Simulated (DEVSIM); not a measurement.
Device: Au/SiO2/p-Ge capacitor, at 300 K.

```csv
layer (left to right),material,thickness (nm),Na (cm⁻³)
1,SiO2,7.20,-
2,Ge,3400,3e16
```

Metal gate on the left, work function 5.1 eV. Fixed charge at the semiconductor interface 7e11 cm⁻² (in units of +e); no interface traps.

This is a model device: material constants are rounded textbook-type values typed into the input, and sizes, dopings and lifetimes were drawn at random. Values at 300 K.

```
parameter      SiO2       Ge
-------------  ----  -------
gap (eV)          9    0.664
affinity (eV)   0.9        4
permittivity    3.9       16
Nc (cm⁻³)         -  1.04e19
Nv (cm⁻³)         -     6e18
```

DEVSIM, 1D Poisson equation in equilibrium, Boltzmann statistics, complete ionisation; no quantum confinement or tunnelling. Metal contacts follow the ideal Schottky-Mott rule: no Fermi-level pinning, no interface dipoles.

Q: Tabulate band edges, carrier densities and field at 0.6 V on the gate.

A: Energies count from the Fermi level of the right contact; mesh points crowd at the junctions.

| x (μm) | Ec (eV) | Ev (eV) | n (cm⁻³) | p (cm⁻³) | field (V/cm) |
|---|---|---|---|---|---|
| 0.000 | 3.600 | -5.400 | < 1e2 | < 1e2 | -200000 |
| 0.001195 | 3.576 | -5.423 | < 1e2 | < 1e2 | -200000 |
| 0.003210 | 3.537 | -5.463 | < 1e2 | < 1e2 | -200000 |
| 0.005473 | 3.492 | -5.508 | < 1e2 | < 1e2 | -200000 |
| 0.007200 | 0.358 | -0.306 | 1.0e13 | 4.4e13 | -84000 |
| 0.008569 | 0.362 | -0.301 | 8.5e12 | 5.2e13 | 31000 |
| 0.01155 | 0.372 | -0.292 | 6.0e12 | 7.3e13 | 30000 |
| 0.02180 | 0.400 | -0.264 | 2.0e12 | 2.2e14 | 26000 |
| 0.04040 | 0.443 | -0.221 | 3.7e11 | 1.2e15 | 20000 |
| 0.08352 | 0.502 | -0.162 | 3.9e10 | 1.1e16 | 7900 |
| 0.1749 | 0.526 | -0.138 | 1.5e10 | 2.9e16 | 390 |
| 0.4888 | 0.527 | -0.137 | 1.5e10 | 3.0e16 | ≈ 0 |
| 1.058 | 0.527 | -0.137 | 1.5e10 | 3.0e16 | ≈ 0 |
| 2.111 | 0.527 | -0.137 | 1.5e10 | 3.0e16 | ≈ 0 |
| 2.954 | 0.527 | -0.137 | 1.5e10 | 3.0e16 | ≈ 0 |
| 3.200 | 0.527 | -0.137 | 1.5e10 | 3.0e16 | ≈ 0 |
| 3.313 | 0.527 | -0.137 | 1.5e10 | 3.0e16 | ≈ 0 |
| 3.365 | 0.527 | -0.137 | 1.5e10 | 3.0e16 | ≈ 0 |
| 3.393 | 0.527 | -0.137 | 1.5e10 | 3.0e16 | ≈ 0 |
| 3.401 | 0.527 | -0.137 | 1.5e10 | 3.0e16 | ≈ 0 |
| 3.405 | 0.527 | -0.137 | 1.5e10 | 3.0e16 | ≈ 0 |
| 3.407 | 0.527 | -0.137 | 1.5e10 | 3.0e16 | ≈ 0 |
